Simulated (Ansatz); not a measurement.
Consider Cu-vacancy pair (Cu on one host Ti site, one Ti site vacant) in rock-salt TiN, neutral cell. All values below come from PBE, PAW (plane waves to 420 eV; Ansatz, a program for electronic structure).

64-site cell at the relaxed PBE lattice, a 2×2×2 k-point mesh shifted by half a step, smearing 0.10 eV, spin-restricted, no finite-size correction. Static, classical nuclei. Forms of the defect that were not tried may lie lower.

Barriers: single points on a 4×4×4 k-point mesh shifted by half a step at the bands' geometries.

The step: the Cu atom itself jumps into the vacancy (Cu-vacancy distance between ideal sites 3.00 Å throughout); the atom moves 1.80 Å along (0.00, 0.30, 0.30) of the unit cell; the moving atom starts with neighbours 2 N at 1.90, 2 N at 2.24 Å and ends with 2 N at 1.90, 2 N at 2.24 Å.

What migration barrier of this step does PBE, PAW give?

0.26 eV, the same both ways. At the saddle the moving atom has neighbours 2 N at 1.77 Å. The saddle point's order was not checked, and it lies on a symmetry element of the cell, where a band can be held.
